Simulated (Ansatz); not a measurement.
NaCl: energy against strain

NaCl (rock salt, Fm-3m, 21.969 Å³/atom at rest, cube axes along x, y and z) under a strain ε along a cube axis (axis z), the other axes held. PBEsol in Ansatz, a plane-wave DFT program (PAW, default set), 420 eV, 10×10×10 Γ-centred mesh, Fermi-Dirac smearing 0.05 eV; ions are relaxed within the symmetry of each cell.

Here s stands for strain and y for E less E0.

| strain (%) | E less E0 (meV/atom) |
|---|---|
| -1.50 | 0.92 |
| -1.00 | 0.40 |
| -0.50 | 0.10 |
| 0.00 | 0.00 |
| 0.50 | 0.09 |
| 1.00 | 0.35 |
| 1.50 | 0.77 |
| 3.00 | ? |

Fit y against s with a parabola, and predict the withheld value at s = 3.00.

Least squares gives y = 0.000 - 0.0400·s + 0.3752·s². Residuals (row less fit): 0.016, -0.015, -0.014, 0.000, 0.016, 0.015, -0.014; standard error 0.018 (degrees of freedom: 4). Twice the quadratic coefficient over the volume, 2 × 0.3752 meV × 10⁴ × 0.1602 / 21.969 Å³, is the elastic constant C11 = 55 ± 1.2 GPa. At the withheld row, y = 0.000 - 0.0400 × 3.0 + 0.3752 × 3.0² = 3.257 meV/atom. The calculation gives 2.93 meV/atom, 0.327 meV/atom below the prediction (11.2 % of the range of y in the table). The row lies outside the fitted rows, so this is an extrapolation. From the scatter of the fitted rows alone, a prediction at this place has a standard error of 0.070 meV/atom, so the miss is 4.7 times that.

One order more, fitted to all 13 runs of the series, follows each within 0.01, so the miss is the next term of a smooth law. Rows are the converged runs of the series near zero and its far end; series whose fitted rows scatter by over a few per cent of the range, as at a crossing or softening among them, aren't shown in this form. Most that stay on the fit to the last digits aren't either.
